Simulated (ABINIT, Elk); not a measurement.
An Elk input for a self-consistent single point of In3Ge (P6_3/mmc, 8 atoms in the cell) (DFT, PBEsol, all-electron FP-LAPW, Elk's shipped species files, default APW+lo basis):

```
tasks
  0

xctype
  22

rgkmax
  7.0

stype
  0

swidth
  0.00734986

avec
   12.4068391790   -0.0000002424    0.0000000000
   -6.2034193795   10.7446380309    0.0000000000
    0.0000000000    0.0000000000    9.8564032852

atoms
  2   : nspecies
  'In.in'   : spfname
  6   : natoms; atposl, bfcmt below
  0.3427390000  0.1713690000  0.7500000000    0.0 0.0 0.0
  0.6572590000  0.8286290000  0.2500000000    0.0 0.0 0.0
  0.1713690000  0.3427390000  0.2500000000    0.0 0.0 0.0
  0.8286290000  0.6572590000  0.7500000000    0.0 0.0 0.0
  0.8286290000  0.1713690000  0.7500000000    0.0 0.0 0.0
  0.1713690000  0.8286290000  0.2500000000    0.0 0.0 0.0
  'Ge.in'   : spfname
  2   : natoms; atposl, bfcmt below
  0.6666666667  0.3333333333  0.2500000000    0.0 0.0 0.0
  0.3333333333  0.6666666667  0.7500000000    0.0 0.0 0.0

ngridk
  3 3 4
```

### Question
Translate this input to ABINIT.

### Answer
One input that does it (others would too):

```
# In3Ge, PseudoDojo nc-sr-04 PBEsol standard
pp_dirpath "./"
pseudos "In.upf, Ge.upf"
acell 12.4068391790 12.4068391790 9.8564032852
rprim
         1.0000000000   -0.0000000195    0.0000000000
        -0.4999999831    0.8660254136    0.0000000000
         0.0000000000    0.0000000000    1.0000000000
natom 8
ntypat 2
znucl 49 32
typat 1 1 1 1 1 1 2 2
xred
         0.3427400000    0.1713700000    0.7500000000
         0.6572600000    0.8286300000    0.2500000000
         0.1713700000    0.3427400000    0.2500000000
         0.8286300000    0.6572600000    0.7500000000
         0.8286300000    0.1713700000    0.7500000000
         0.1713700000    0.8286300000    0.2500000000
         0.6666666667    0.3333333333    0.2500000000
         0.3333333333    0.6666666667    0.7500000000
ecut 39 Ha
occopt 7
tsmear 0.00734986
nband 66
kptopt 1
ngkpt 3 3 4
nshiftk 1
shiftk 0 0 0
nstep 50
tolvrs 1.0e-12
prtwf 0
prtden 0
prtvol 1
enunit 1
```

Basis, cutoffs, solver keys and any potentials are the target program's own. This input uses DFT, PBEsol, plane waves, norm-conserving pseudopotentials (PseudoDojo nc-sr-04 PBEsol standard).

The starting cell comes from a database of computed structures (which also holds hypothetical and non-ambient phases and stackings), without a prior relaxation at this level. Its lattice was rescaled by a random factor within 2.5 % of one.
